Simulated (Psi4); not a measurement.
Psi4 1.11, TPSS/def2-svpd: Ti(NH)(F)(NH2) ([NH]=[Ti]([NH2])[F]), 7 atoms. The geometry is a generated start, not checked to be a minimum at this level.

```json
{
  "task": "energy",
  "method": "tpss",
  "basis": "def2-svpd",
  "memory": "3 GB",
  "maxiter": "100",
  "keys_of_the_molecule_block": "symmetry c1",
  "scf_type": "df (default)",
  "guess": "auto, which took SAD (default)",
  "scf_initial_accelerator": "adiis (default)",
  "e_convergence": "1e-06 (default)",
  "d_convergence": "1e-06 (default)",
  "dft_radial_points": "75 (default)",
  "dft_spherical_points": "302 (default)",
  "basis_functions": "121",
  "grid_points": "153145"
}
```

```xyz
7

Ti    -0.9122     0.2234    -0.0734
N     -0.4136    -0.3583    -1.5916
H      0.2020    -0.1927    -2.3906
F     -0.7412     1.9595     0.1110
N      0.2399    -0.5614     1.1921
H      0.6368     0.1273     1.8408
H      0.9882    -1.1979     0.9117
```

Charge 0 and multiplicity 1 are set for this test and not shown to be the ground state.

One run each on 2 threads. Values of diis_max_vecs tried: 3, 6, 10 (default), 20.

Question: Which value of diis_max_vecs needs the fewest SCF iterations, and what happens away from it?

Answer: Fewest SCF iterations, within one of each other: 6 with 13, 10 (default) with 12, 20 with 12. The run ends without SCF convergence in 100 iterations at 3.

| diis_max_vecs | SCF iterations | end |
|---|---|---|
| 3 | 100 | no convergence |
| 6 | 13 | same solution |
| 10 (default) | 12 | same solution |
| 20 | 12 | same solution |
